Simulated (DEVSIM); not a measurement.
## Schottky contact on n-type Si

Structure: Schottky contact on n-type Si, at 400 K.

```tsv
layer (left to right)	material	thickness (μm)	Nd (cm⁻³)	τn (s)	τp (s)
1	Si	18.0	1.9e15	0.00044	0.00044
```

Left contact: Schottky, work function 4.94 eV, emission velocity 2.5e6 cm/s. Right contact: ohmic. Voltage is applied to the left contact. Recombination: SRH at mid-gap. Mobility is constant in doping.

Constants are typed, rounded textbook-type inputs, not results; the design itself was drawn at random and stands for no fabricated device. Values at 300 K; Nc and Nv go as T^1.5, mobilities as T to minus their exponent, the gap by Varshni's rule with the affinity fixed.

```csv
parameter,Si
gap (eV),1.124
affinity (eV),4.05
permittivity,11.7
Nc (cm⁻³),2.86e19
Nv (cm⁻³),3.1e19
μn (cm²/Vs),1417
μp (cm²/Vs),470
T exponent of μn,2.3
T exponent of μp,2.2
Varshni α (eV/K),0.000473
Varshni β (K),636
```

Model (solved in DEVSIM): 1D drift-diffusion, Boltzmann statistics, complete ionisation; no tunnelling, impact ionisation, image-force lowering or self-heating. Metal contacts follow the ideal Schottky-Mott rule: no Fermi-level pinning, no interface dipoles.

```json
{
  "potential_step_across_the_device_at_zero_bias": "0.544 V",
  "largest_field_in_the_device_at_zero_bias": "39000 V/cm",
  "Dark forward voltage at 1 A/cm²": "0.323 V",
  "Dark forward voltage at 100 A/cm²": "0.733 V"
}
```

Dark forward current:

(V (V), J (A/cm²)): (0.05, 0.00036); (0.10, 0.0019); (0.20, 0.035); (0.25, 0.15); (0.35, 1.9); (0.40, 5.1); (0.50, 19); (0.55, 30); (0.65, 63); (0.70, 84); (0.75, 110); (0.85, 170); (0.90, 200); (1.00, 280); (1.05, 330); (1.15, 430); (1.20, 480); (1.30, 600); (1.35, 670); (1.40, 730); (1.50, 880); (1.55, 950); (1.65, 1100); (1.70, 1200); (1.80, 1400); (1.85, 1500); (1.95, 1600); (2.00, 1700)

Small-signal capacitance in reverse bias (quasi-static):

| V (V) | C (nF/cm²) |
|---|---|
| -0.04 | 7.62 |
| -0.1 | 7.54 |
| -0.2 | 7.40 |
| -0.3 | 7.28 |
| -0.4 | 7.16 |
| -0.6 | 6.94 |
| -0.8 | 6.73 |
| -1 | 6.55 |
| -1.3 | 6.30 |
| -1.6 | 6.07 |
| -2 | 5.81 |
